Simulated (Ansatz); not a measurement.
**Defect calculation: B on the Si site + B on the Si site (B_Si+B_Si) in silicon**

These are PBE, PAW (plane waves to 420 eV; Ansatz, a quantum-chemistry and plane-wave program) values and carry that method's errors. A 2×2×2 supercell of 64 sites was used; the energies come from a 2×2×2 shifted sampling of its zone. Sites at the start: the Si site; Si 2.37 Å away. Finite-size correction: monopole term and site-potential alignment. Dielectric constants: PBE linear response of the host. Host gap at this level: 0.61 eV. A cell of this size leaves errors of a few tenths of an eV. PBE underestimates the host's gap, which shifts levels and can delocalise carriers. Spin–orbit coupling is left out. Each state is the lowest found from its start.

Formation energies E_f are given with the Fermi level at the valence-band maximum. Chemical conditions: host crystal and elements as references (Δμ(Si) = 0.00 eV, Δμ(B) = 0.00 eV; B taken from its element, since no compound that bounds it was computed at this level; only phases computed here count, gases as isolated molecules at 0 K). Reference phases: B: alpha boron, Si: silicon.

```
charge         moment (μB)  point group  largest move off a lattice site (Å)  image correction with alignment (eV)  E_f, host crystal and elements as references (eV)
------  ------------------  -----------  -----------------------------------  ------------------------------------  -------------------------------------------------
0†      not spin-polarised            –                                 0.33                                  0.00                                               2.68
−1†               quenched            –                                 0.33                                  0.34                                                  –
−2      not spin-polarised          D3d                                 0.33                                  0.84                                               2.89
```

† Not settled in this cell, so no level is given: charge 0: a level filled in part, carriers not clearly localised, level within 0.1 eV of a band edge or past it; charge −1: a level filled in part, carriers not clearly localised.

Point groups are those of the whole cell at tolerances of 0.03 and 0.1 Å ("near" where only the looser one holds); none is given for unsettled states.

Starting moments that weren't kept: charge −1 began with 1 μB and ended with 0.0.

Flagged in the runs: a doubtful potential alignment.

All states together cost very roughly 80 core-minutes.
